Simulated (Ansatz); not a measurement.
## Zinc-blende NaH (model structure)

Method: PBEsol in Ansatz (plane waves, PAW).

Numerical settings: plane-wave cutoff 500 eV, 10×10×10 k mesh, gaussian smearing 0.02 eV, scalar-relativistic PAW data made under PBE.

Cell (relaxed at this level):

```
CELL_PARAMETERS angstrom
      0.00000     2.58830     2.58830
      2.58830     0.00000     2.58830
      2.58830     2.58830     0.00000
ATOMIC_POSITIONS crystal
  Na 0.00000 0.00000 0.00000
  H  0.25000 0.25000 0.25000
```

| Property | Value |
|---|---|
| band gap | 3.42 eV (on the SCF k mesh) |

Note: the relaxation could raise the start's symmetry but not lower it, so the cell can be a saddle point.

The result took very roughly 7 core-seconds.

A model structure was made by putting elements into a prototype or built by hand; it is no filed structure, need not be a known phase, and can be a saddle point held by its symmetry.

Ansatz is a first-principles code.
